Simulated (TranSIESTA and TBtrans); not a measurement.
Run with TranSIESTA and TBtrans (open boundaries, self-consistent; PseudoDojo norm-conserving potentials, scalar-relativistic): Spin polarized, PAO.BasisSize SZP, PAO.EnergyShift 0.15 eV, XC.Authors PBE, Mesh.Cutoff 200 Ry, ElectronicTemperature 300 K, TS.Voltage 0.0 eV, TBT.Elecs.Eta 0.001 eV.

Junction: Ga chain with a O atom beside one bond. Leads: straight Ga chain, spacing 2.55 Å. Geometry: as built, not relaxed. Transport runs along z; the first 6 and the last 6 of the 21 atoms are the lead cells, repeated to infinity.

```xyz
21
Lattice="9.000 0.000 0.000 0.000 9.000 0.000 0.000 0.000 51.000" Properties=species:S:1:pos:R:3 pbc="F F T"
Ga     4.500     4.500     0.000
Ga     4.500     4.500     2.550
Ga     4.500     4.500     5.100
Ga     4.500     4.500     7.650
Ga     4.500     4.500    10.200
Ga     4.500     4.500    12.750
Ga     4.500     4.500    15.300
Ga     4.500     4.500    17.850
Ga     4.500     4.500    20.400
Ga     4.500     4.500    22.950
Ga     4.500     4.500    25.500
Ga     4.500     4.500    28.050
Ga     4.500     4.500    30.600
Ga     4.500     4.500    33.150
O      6.200     4.500    24.225
Ga     4.500     4.500    35.700
Ga     4.500     4.500    38.250
Ga     4.500     4.500    40.800
Ga     4.500     4.500    43.350
Ga     4.500     4.500    45.900
Ga     4.500     4.500    48.450
```
Starting moments (μB): atom 15 +0.5.

Give the largest eigenchannel transmissions at the Fermi level (four at most) and the total.

Up: 0.99, 0.046 (total 1.04); down: 0.99, 0.047 (total 1.04). Moments were seeded on the central atoms alone, and one start was tried. The straight chain is held at its spacing; free chains may zigzag or dimerise.
